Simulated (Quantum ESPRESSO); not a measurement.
Input and output of a self-consistent single point for HRh (Fm-3m, 2 atoms in the cell) (Quantum ESPRESSO).

Method: LDA (PZ), GBRV 1.5 ultrasoft (LDA) pseudopotentials (plane waves; Quantum ESPRESSO 7.5).

```xyz
2
Lattice="0.0000 2.0225 2.0225 2.0225 0.0000 2.0225 2.0225 2.0225 0.0000" Properties=species:S:1:pos:R:3 pbc="T T T"
H      2.0225     2.0225     2.0225
Rh     0.0000     0.0000     0.0000
```
Moments meant for the start (each program seeds them in its own way; μB, in the order of the atoms H Rh): 0.0 1.0.

Reference input (self-consistent single point, DFT, LDA (PZ), plane waves, GBRV 1.5 ultrasoft (LDA) pseudopotentials): ecutwfc = 40 Ry; ecutrho = 320 Ry; occupations = smearing; smearing = gauss; degauss = 0.0073499 Ry; nspin = 2; potentials = {H: h_lda_v1.4.uspp.F.UPF, Rh: rh_lda_v1.4.uspp.F.UPF}; K_POINTS = automatic 12 12 12 0 0 0; conv_thr = 1e-10 Ry; mixing_beta = 0.4. This run's input differs from it in these lines:

```diff
@@ -35,3 +35,3 @@
 K_POINTS automatic
-12 12 12  0 0 0
+10 10 10  0 0 0
```

Output, abridged:

```
     Self-consistent Calculation

     iteration #  1     ecut=    40.00 Ry     beta= 0.40

     negative rho (up, down):  2.781E-02 2.661E-02

     total energy              =    -172.35108053 Ry
     estimated scf accuracy    <       0.59228620 Ry

     total magnetization       =     0.55 Bohr mag/cell
     absolute magnetization    =     0.56 Bohr mag/cell

     iteration #  2     ecut=    40.00 Ry     beta= 0.40

     negative rho (up, down):  2.702E-02 2.724E-02

     total energy              =    -172.49042032 Ry
     estimated scf accuracy    <       0.00804830 Ry

     total magnetization       =     0.63 Bohr mag/cell
   [... lines left out ...]

     iteration # 12     ecut=    40.00 Ry     beta= 0.40

     negative rho (up, down):  2.655E-02 2.746E-02

     total energy              =    -172.49273264 Ry
     estimated scf accuracy    <          1.1E-09 Ry

     total magnetization       =     0.20 Bohr mag/cell
     absolute magnetization    =     0.21 Bohr mag/cell

     iteration # 13     ecut=    40.00 Ry     beta= 0.40

     negative rho (up, down):  2.655E-02 2.746E-02

     Magnetic moment per site  (integrated on atomic sphere of radius R)
     atom   1 (R=0.292)  charge=  1.2897  magn= -0.0009
     atom   2 (R=0.292)  charge= 10.8757  magn=  0.1686
     End of self-consistent calculation

     the Fermi energy is    18.2216 ev

!    total energy              =    -172.49273282 Ry
     estimated scf accuracy    <          2.7E-11 Ry
     smearing contrib. (-TS)   =      -0.00101020 Ry
     internal energy E=F+TS    =    -172.49172262 Ry

     total magnetization       =     0.20 Bohr mag/cell
     absolute magnetization    =     0.21 Bohr mag/cell

     convergence has been achieved in  13 iterations

     negative rho (up, down):  2.655E-02 2.746E-02

     Forces acting on atoms (cartesian axes, Ry/au):

     atom    1 type  1   force =     0.00000000    0.00000000    0.00000000
     atom    2 type  2   force =     0.00000000    0.00000000    0.00000000

     Total force =     0.000000     Total SCF correction =     0.000000

     negative rho (up, down):  2.655E-02 2.746E-02
          total   stress  (Ry/bohr**3)                   (kbar)     P=     -155.74
  -0.00105867  -0.00000000  -0.00000000         -155.74       -0.00       -0.00
  -0.00000000  -0.00105867  -0.00000000           -0.00     -155.74       -0.00
  -0.00000000  -0.00000000  -0.00105867           -0.00       -0.00     -155.74

   JOB DONE.
```

The run converged in 13 iterations. Against the reference run the free energy goes up by 6.0 meV/atom, the pressure goes from -15.76 to -15.57 GPa and the size of the net moment goes from 0.00 to 0.10 μB/atom.

The starting cell comes from a database of computed structures (which also holds hypothetical and non-ambient phases and stackings), without a prior relaxation at this level. Its lattice was rescaled by up to half a per cent. The moments shrank to a small part of their start, a low-spin state that need not be the lowest. With a pressure of about -16 GPa the cell is away from its equilibrium volume at this level.
